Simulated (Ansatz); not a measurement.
Here is the system:

```yaml
crystal:
  lattice:
    - [3.14030, 0.00000, 0.00000]
    - [-1.57015, 2.71958, 0.00000]
    - [0.00000, 0.00000, 5.06624]
  atoms:
    - { symbol: Zn, position: [0.66667, 0.33333, 0.00212] }
    - { symbol: Zn, position: [0.33333, 0.66667, 0.50212] }
    - { symbol: O, position: [0.66667, 0.33333, 0.62308] }
    - { symbol: O, position: [0.33333, 0.66667, 0.12308] }
```

No spin polarisation.

The values are results of PBE, PAW, 420 eV (Ansatz, an electronic-structure program; without spin-orbit coupling), not measurements. k-mesh 12×12×6 (Γ-centred); smearing 0.05 eV (Fermi–Dirac).

Task: What band gap does the calculation give?

Result: 0.93 eV.

Task: What is the computed gap character?

Result: Direct at Γ.

Task: What is the computed valence-band top at Γ (three highest levels, from the VBM)?

Result: 0.00, 0.00, -0.12 eV.

Load acts through the strain it causes; cell and atoms are relaxed under it. Stability against distortions was not tested. Measured, ZnO leaves this structure (for rock salt) near 9.1 GPa (temperature not stated; as listed in Datta, Sujoy, Jana, Debnarayan, arXiv (2020)), on rising pressure, with hysteresis. The cell was made from ZnO in the wurtzite structure (space group P6_3mc, No. 186) by this change: pressure 22.5 GPa.
